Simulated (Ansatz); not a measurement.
# AlHO₂ (space group Pnnm, No. 58; a cell from a computed database, its experimental status unchecked)

```
CELL_PARAMETERS angstrom
      4.15990     0.00000     0.00000
      0.00000     4.69434     0.00000
      0.00000     0.00000     2.84000
ATOMIC_POSITIONS crystal
  Al 0.50000 0.50000 0.50000
  Al 0.00000 0.00000 0.00000
  H  0.50000 0.00000 0.50000
  H  0.00000 0.50000 0.00000
  O  0.73944 0.14635 0.50000
  O  0.26056 0.85365 0.50000
  O  0.23944 0.35365 0.00000
  O  0.76056 0.64635 0.00000
```

Level of theory: Ansatz (a program for electronic structure) PBEsol, spin-orbit coupling left out. Settings: 8×7×12 k-points, 0.05 eV Fermi–Dirac smearing.

| Property | Value |
|---|---|
| Volume per atom | 6.93 Å³ |
| Density | 3.59 g/cm³ |
| Band gap | 6.08 eV, direct at Γ |
| Lowest conduction-band minima above the VBM | Γ 6.08 eV |
| Total energy | -416.549 eV/atom (σ→0; compares only within this code and set-up) |

Whether these cells are dynamically stable was not tested.
